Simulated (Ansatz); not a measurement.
Q: Name crystals whose resistivity at 300 K lies between 5.7 and 8.9 μΩ·cm and whose mean free path at 300 K lies between 6.9 and 10.8 nm, by PBEsol, DFPT electron-phonon coupling, linearised Boltzmann equation (Ansatz, an electronic-structure program).

A: Many crystals can fit; among those computed here:
- Os (P6_3/mmc): 7.2 μΩ·cm, 8.7 nm
- NbB$_{2}$ (P6/mmm): 8.8 μΩ·cm, 7.7 nm
- Ru (P6_3/mmc): 6.2 μΩ·cm, 9.2 nm
- TiTc (Pm-3m): 7.1 μΩ·cm, 8.8 nm
- LuPd (Pm-3m): 8.3 μΩ·cm, 10.6 nm

Metals; harmonic phonons alone scatter; means over directions. The mean free path is weighted by the current that each state carries. Halving the electron mesh moves these values by up to 10 %; q meshes are mostly untested. Spin-orbit coupling is left out.

Formula and space group known from diffraction (Crystallography Open Database), not checked to be the room-temperature form: LuPd (Pm-3m), TiTc (Pm-3m). The missing spin-orbit coupling matters most for LuPd (Pm-3m), Os (P6_3/mmc).
